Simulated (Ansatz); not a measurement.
Take Ti in the hcp (Mg type) structure (space group P6_3/mmc, No. 194) as the base.

```cif
data_Ti2
_chemical_formula_sum 'Ti2'
_space_group_name_H-M_alt 'P 1'
_space_group_IT_number 1
_cell_length_a 2.93591
_cell_length_b 2.93591
_cell_length_c 4.63642
_cell_angle_alpha 90.000
_cell_angle_beta 90.000
_cell_angle_gamma 120.000
loop_
_space_group_symop_operation_xyz
  'x, y, z'
loop_
_atom_site_label
_atom_site_type_symbol
_atom_site_fract_x
_atom_site_fract_y
_atom_site_fract_z
_atom_site_occupancy
Ti1 Ti 0.33333 0.66667 0.75000 1
Ti2 Ti 0.66667 0.33333 0.25000 1
```

Method: Ansatz (a program for electronic structure) r2SCAN, no SOC.

One change was made to it. Results:

The density goes up by 1.853 g/cm³, from 4.59 g/cm³ to 6.45 g/cm³; the c/a ratio grows by 0.008 to 1.587.

**Question.** What was done to the base?
(A) Ti → Zr
(B) Ti → Hf
(C) Ti → Sc

**Answer.** A, Ti → Zr. For comparison, the density in the other runs: Ti → Sc gives 3.00 g/cm³; Ti → Hf gives 13.26 g/cm³.

Stability against distortions was not tested. The final runs are not spin-polarised.
